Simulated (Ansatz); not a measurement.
Start from MgO in the rock salt structure (space group Fm-3m, No. 225; a = 4.2141 Å).

Modification: full substitution Mg → Ca; the structure is relaxed again.

Levels (all Ansatz, a first-principles code, PAW): PBEsol (420 eV, spin-orbit coupling left out); PBEsol+SOC (420 eV, with spin-orbit coupling).

The geometry is relaxed with PBEsol.

| Property | Value |
|---|---|
| PBEsol smallest direct gap | 3.92 eV |
| PBEsol valence-band top at Γ | 0.00, 0.00, 0.00 eV |
| PBEsol lowest conduction level above the VBM at special points | X 3.54 eV; Γ 4.78 eV; K 5.11 eV; U 5.11 eV |

**Question.** How does going to PBEsol+SOC change the smallest direct gap, valence-band top at Γ and lowest conduction level above the VBM at special points?

**Answer.** The smallest direct gap drops by 0.02 eV to 3.90 eV; the valence-band top at Γ (three highest Kramers pairs, from the VBM) becomes 0.00, 0.00, -0.04 eV (PBEsol: 0.00, 0.00, 0.00 eV); the lowest conduction level above the VBM at special points goes from X 3.54 eV; Γ 4.78 eV; K 5.11 eV; U 5.11 eV to X 3.53 eV; Γ 4.77 eV; K 5.10 eV; U 5.10 eV. The threefold valence maximum splits by Δso ≈ 41 meV.

Single points use the geometry relaxed with PBEsol. Differences between runs with and without spin-orbit coupling are approximate. Whether these cells are dynamically stable was not tested.
